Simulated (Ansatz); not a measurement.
**SnSe2: stress against strain**

SnSe2 (1T layered, P-3m1, 25.570 Å³/atom at rest, c along z) under an equal strain ε in the (0001) plane with the normal axis free, as in a coherent film. PBE-D3(BJ) in Ansatz, a plane-wave DFT program (PAW, default set), 420 eV, 10×10×6 Γ-centred mesh, Fermi-Dirac smearing 0.05 eV; ions are relaxed within the symmetry of each cell. Stress is positive for a compressed cell.

Here s stands for strain and y for stress xx.

```csv
strain (%),stress xx (GPa)
-3.00,?
-1.50,1.80
-1.00,1.17
-0.50,0.56
0.00,0.00
0.50,-0.54
1.00,-1.05
1.50,-1.52
```

The 7 complete rows are fitted with a straight line, y against s. Means: s 0, y 0.060. About the means, the sum of products is -7.7500 and the sum of squares of s is 7.0000; the slope is their ratio. Least squares gives y = 0.060 - 1.1071·s. Residuals (row less fit): 0.079, 0.003, -0.054, -0.060, -0.046, -0.003, 0.081; standard error 0.065 (degrees of freedom: 5). The slope gives the biaxial elastic modulus of this plane = 111 ± 2 GPa.

Question: What does the fit predict for y at s = -3.00, and how far is the calculated value from it?

Answer: y = 0.060 - 1.1071 × (-3.0) = 3.381 GPa. The calculation gives 3.89 GPa, 0.509 GPa above the prediction (9.4 % of the range of y in the table). The row lies outside the fitted rows, so this is an extrapolation. From the scatter of the fitted rows alone, a prediction at this place has a standard error of 0.102 GPa, so the miss is 5.0 times that.

One order more, fitted to all 13 runs of the series, follows each within 0.02, so the miss is the next term of a smooth law. Rows are the converged runs of the series near zero and its far end; series whose fitted rows scatter by over a few per cent of the range, as at a crossing or softening among them, aren't shown in this form. Most that stay on the fit to the last digits aren't either.
